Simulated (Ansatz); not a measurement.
Adsorption energy and surface dipole of Cl on the 1x1 (111) surface of fcc Ag, one in a 1x1 cell, started at the site 'top Ag', worked from the runs' numbers; total energies count from the potentials' own zero.

Computed with PBE (plane waves to 420 eV, PAW; Ansatz, a quantum-chemistry and plane-wave program).

Slab: 5 atoms, 7.1 Å thick at the start under the adsorbate (thin: gaps and levels are the slab's own); k 12x12x1, smearing 0.1 eV, dipole-corrected; 2 atoms held, the rest relaxed; held to the start's symmetry, so lower structures may exist; no spin, no spin-orbit, no U, no dispersion correction. At the end it is bonded to Ag. In PBE this state lies 0.04 eV over the lowest of the starts that converged ('hollow Ag-Ag-Ag over Ag at depth 2.4 Å').

```tsv
quantity	value
slab with the adsorbate	-31441.067 eV
clean slab, same cell and mesh	-30361.527 eV
reference, ½ Cl2(g)	-1079.444 eV
area of the cell	7.45 Å²
change of the step from the bottom to the top vacuum level	2.182 eV
```

Question: What is the adsorption energy against this reference?

Answer: E(slab + adsorbate) − E(slab) − E(reference) = -0.10 eV, so in this state the adsorbate is more stable than in the reference, at a coverage of 13.42 a nm².

Question: What dipole does adsorption add to the slab along the outward normal (Helmholtz relation, ε₀ = 0.005526 e/(V·Å))?

Answer: p = −ε₀·A·ΔV = -0.090 e·Å = -0.43 D; its negative end points to the vacuum, which raises the vacuum level.
